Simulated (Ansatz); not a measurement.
Ir: response to strain

Consider Ir in the fcc (Cu type) structure (space group Fm-3m, No. 225; a = 3.812 Å; relaxed with 0.1 eV smearing). Axes: x, y, z lie along the cube axes.

Strains are applied to the cell and any free atomic positions relax; under biaxial strain the out-of-plane vector relaxes too.

Method: LDA (Ansatz, a program for electronic structure; PAW; 420 eV plane waves; no spin-orbit coupling).

Notes on the quantities. energy relative to the base: free energy F.

| biaxial strain, plane normal [111], relaxed out of plane (%) | energy relative to the base (meV/atom) |
|---|---|
| 0 | 0.0 |
| 0.42 | 1.3 |
| 0.83 | 5.1 |
| 1.25 | ? |
| 1.67 | 20.1 |
| 2.08 | 30.7 |
| 2.5 | 43.6 |

Task: Fit ΔE = Aε² + Bε³ (ε in %) to the rows shown and predict the withheld row.

Result: Least squares on the printed values gives A = 7.66 and B = -0.27 meV/atom (largest residual 0.0 meV/atom); this predicts 11.4 meV/atom, and the run gives 11.5 meV/atom, in agreement.

No phonon test of stability was made. All final runs are without spin polarisation.
